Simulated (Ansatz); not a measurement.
**SrTiO3, pressure series**

Take SrTiO₃ in the cubic perovskite structure (space group Pm-3m, No. 221; a = 3.8911 Å) as the base.

Cell and atoms are relaxed at each pressure.

Computed with PBEsol (Ansatz, a quantum-chemistry and plane-wave program, PAW, scalar-relativistic without spin-orbit coupling).

```tsv
P (GPa)	V (Å³/atom)
-2.00	11.913
-1.00	11.847
3.00	11.601
7.00	11.379
14.99	10.994
30.00	10.417
50.00	9.830
75.00	9.272
100.00	8.835
```

Task: Fit a third-order Birch–Murnaghan equation of state.

Result: Least squares on P(V) = (3B₀/2)[(V₀/V)^(7/3) − (V₀/V)^(5/3)]·[1 + (3/4)(B₀′ − 4)((V₀/V)^(2/3) − 1)] gives V₀ = 11.78 Å³/atom, B₀ = 187 GPa and B₀′ = 4.3.

Measured bulk modulus of SrTiO3: 172.1 GPa (room temperature; as listed in Mael Guennou et al., Physical Review B (2010)); the computed value is for a static lattice, so the two differ by thermal effects too.

Between the base and pressure 15 GPa the gap moves from 1.85 eV to 1.97 eV, a mean slope of 7.9 meV/GPa.

Load acts through the strain it causes; cell and atoms are relaxed under it. No phonon test of stability was made. Competing high-pressure phases were not computed. All final runs are without spin polarisation. Many cubic perovskites are stable only at high temperature; tilts and polar distortions were not tested.
